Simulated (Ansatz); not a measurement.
Base system: SiO2 (space group P3_221, No. 154; a = 5.022 Å, c = 5.510 Å). Axes: x lies along a and z along c of the hexagonal cell.

All numbers come from PBE (Ansatz, a quantum-chemistry and plane-wave program), spin-orbit coupling left out.

Perturbation: uniaxial strain ε_xx = +1.50 %, all other strain components held at zero; the atoms relax in the strained cell.

Question: Predict the stress tensor and what it implies for the stiffness.

Answer: Stress of the strained cell less that of the base (GPa, compression positive):
```
  -1.26    0.00    0.00
   0.00    0.06    0.26
   0.00    0.26   -0.13
```

Then −Δσ_ii/ε with ε = 0.0150 gives secant stiffness values (nonlinear terms included at this strain): C11 ≈ 84 GPa.

Stability against distortions was not tested.
